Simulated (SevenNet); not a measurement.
CsCl-type TiCo

The numbers are results of the machine-learned potential SevenNet-0 (trained on PBE and PBE+U data), not measurements.

Cell (relaxed at this level):

```
CELL_PARAMETERS angstrom
      2.97856     0.00000     0.00000
      0.00000     2.97856     0.00000
      0.00000     0.00000     2.97856
ATOMIC_POSITIONS crystal
  Ti 0.00000 0.00000 0.00000
  Co 0.50000 0.50000 0.50000
```

For CsCl-type TiCo, the lattice constant a is 2.979 Å and the volume per atom comes out as 13.21 Å³/atom.

Measured, for comparison: lattice constant a 2.995 Å, equilibrium volume per atom 13.43 Å³/atom (room temperature, no zero-point or thermal correction; as tabulated in Yamada et al. (2019), arXiv:1910.09660). Computed (rounded) less measured: lattice constant a -0.5 %, equilibrium volume per atom -1.6 %. A static lattice is as a rule a little smaller and stiffer than an uncorrected measurement, which can account for part of this.

A machine-learned potential is trained on density-functional data: it inherits that level's misses and adds fitting errors of its own.
